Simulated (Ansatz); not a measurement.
Consider the following.

```
SiS2
1.0
    0.00000     0.00000    -5.54378
   -5.99342     0.00000     0.00000
    2.99671     5.10814     2.77189
S Si
4 2
Direct
  0.88827   0.08083   0.77654
  0.38827   0.69572   0.77654
  0.61173   0.30428   0.22346
  0.11173   0.91917   0.22346
  0.25000   0.00000   0.00000
  0.75000   0.00000   0.00000
```

No spin polarisation.

Level of theory: r2SCAN/PAW in Ansatz (a first-principles code), scalar-relativistic without spin-orbit coupling. Γ-centred 8×8×8 mesh, Fermi–Dirac width 0.05 eV.

**Question.** Predict the in-plane stress, width of the top valence band, smallest direct gap and space group.

**Answer.** The mean in-plane stress (compression positive) is -0.3 GPa and the width of the top valence band comes out as 0.84 eV. The smallest direct gap is 3.71 eV. The space group is Ibam (No. 72).

A biaxial case was relaxed in a doubled cell and then solved in the primitive one. The cells carry an imposed strain or load. Stability against distortions was not tested. The cell was made from SiS2 (space group Ibam, No. 72; made of chains) by this change: biaxial strain +3.28 %, plane normal [001], relaxed out of plane. No dispersion term is included, though the crystal is made of layers, chains or molecules, so its spacings can come out too wide.
